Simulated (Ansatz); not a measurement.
Input:

```
SnSe2
1.0
    3.75601     0.00000     0.00000
   -1.87801     3.25280     0.00000
    0.00000     0.00000     6.18655
Sn Se
1 2
Direct
  0.00000   0.00000   0.00000
  0.66667   0.33333   0.74022
  0.33333   0.66667   0.25978
```

Calculation: PBEsol+D3BJ with spin-orbit coupling, rigid bands (plane waves, PAW; Ansatz, a quantum-chemistry and plane-wave program). Condition of this run: uniaxial stress zz = -2 GPa (compression positive) (the target of the relaxation). How the cell was made: cell and atoms relaxed with PBEsol+d3bj, then loaded as said.

Q: Predict the electron conductivity mass (n e² τ/σ) at 300 K, by direction if it differs.

A: 0.28 (x), 0.28 (y), 0.34 (z) mₑ.

Q: What conductivity effective mass do dilute holes have at 300 K?

A: 0.44 (x), 0.44 (y), 1.33 (z) mₑ.

Q: And the band gap?

A: 0.37 eV at this level; semilocal functionals usually fall short of the measured gap.

Rigid bands, one relaxation time for all states, no polarons. Geometry: cell and atoms relaxed with PBEsol+D3(BJ).

Formula and space group known from diffraction (Crystallography Open Database), not checked to be the room-temperature form: SnSe2 under load (space group P-3m1). PBEsol with a dispersion correction tends to overbind, so the cell can be several per cent short, in bad cases over ten, which usually narrows a gap: SnSe2 under load (space group P-3m1).
